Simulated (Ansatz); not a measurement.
Results of LDA in Ansatz (PAW) for NiAu (model structure, P4/nmm, No. 129, 4 atoms in the cell).

Settings: plane-wave cutoff 520 eV, 20×20×8 k mesh (along the axes of the cell as run), Fermi–Dirac smearing 0.05 eV, spin-polarised with parallel moments, scalar-relativistic PAW data made under PBE.

Cell (relaxed at this level):

```yaml
crystal:
  lattice:
    - [2.81201, 0.00000, 0.00000]
    - [0.00000, 2.81201, 0.00000]
    - [0.00000, 0.00000, 6.73252]
  atoms:
    - { symbol: Au, position: [0.00000, 0.50000, 0.34421] }
    - { symbol: Au, position: [0.50000, 0.00000, 0.65579] }
    - { symbol: Ni, position: [0.00000, 0.50000, 0.90768], spin: 2.0 }
    - { symbol: Ni, position: [0.50000, 0.00000, 0.09232], spin: 2.0 }
```

Problem. What does this level give for the bulk modulus B0?

Solution. 
* **bulk modulus B0**: 211 GPa

The run finds no gap.

Note: the magnetic order was assumed, not searched for or taken from measurement; the bulk modulus is −V dP/dV from two relaxed cells at ±2 % in volume; the moments ended far under their starting size, a low-moment state that need not be the lowest; the relaxation could raise the start's symmetry but not lower it, so the cell can be a saddle point.

Spins in the cell block are starting values.

Spin–orbit coupling is not included; it can shift volumes and moduli of such heavy elements.

A model structure was made by putting elements into a prototype or built by hand; it is no filed structure, need not be a known phase, and can be a saddle point held by its symmetry.

Ansatz is a program for electronic structure.
